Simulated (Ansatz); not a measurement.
The starting structures come from a database of crystals and need not be the phases stable at ambient conditions.

 Where the default PAW files enter, the runs use the earlier of Ansatz's two default sets.

Tunnelling through a barrier is set by its complex band structure: the current falls as exp(−2κd) with the smallest κ.

Given:

```
ZnS
1.0
    3.88449     0.00000     0.00000
   -1.94224     3.36406     0.00000
    0.00000     0.00000    44.49764
Zn S
14 14
Direct
  0.00000   0.00000   0.14290
  0.66667   0.33333   0.07150
  0.00000   0.00000   0.57140
  0.33333   0.66667   0.21430
  0.33333   0.66667   0.78570
  0.66667   0.33333   0.64290
  0.66667   0.33333   0.42870
  0.00000   0.00000   0.85720
  0.66667   0.33333   0.92860
  0.00000   0.00000   0.71440
  0.66667   0.33333   0.28570
  0.00000   0.00000   0.35720
  0.33333   0.66667   0.00000
  0.33333   0.66667   0.50000
  0.33333   0.66667   0.55350
  0.66667   0.33333   0.48210
  0.00000   0.00000   0.19640
  0.66667   0.33333   0.33920
  0.00000   0.00000   0.91070
  0.33333   0.66667   0.83930
  0.00000   0.00000   0.76780
  0.33333   0.66667   0.26780
  0.66667   0.33333   0.69650
  0.00000   0.00000   0.41070
  0.33333   0.66667   0.05360
  0.00000   0.00000   0.62490
  0.66667   0.33333   0.98210
  0.66667   0.33333   0.12500
```

Space group of this cell: P3m1. The cell is strained (all lengths scaled by 1.02); by r2SCAN its mean pressure is -4.0 GPa.

Transport runs along the normal of the first two printed cell vectors, the (001) plane of the conventional cell.

No gap correction and no spin-orbit coupling; mid-gap values are interpolated between computed energies.

Problem. Compute, with r2SCAN in Ansatz (an electronic-structure program), the band gap and the smallest decay constant κ at mid-gap.

Solution. Gap 2.44 eV on a 12×12×1 mesh; κ = 0.162 1/Å, at the zone centre.
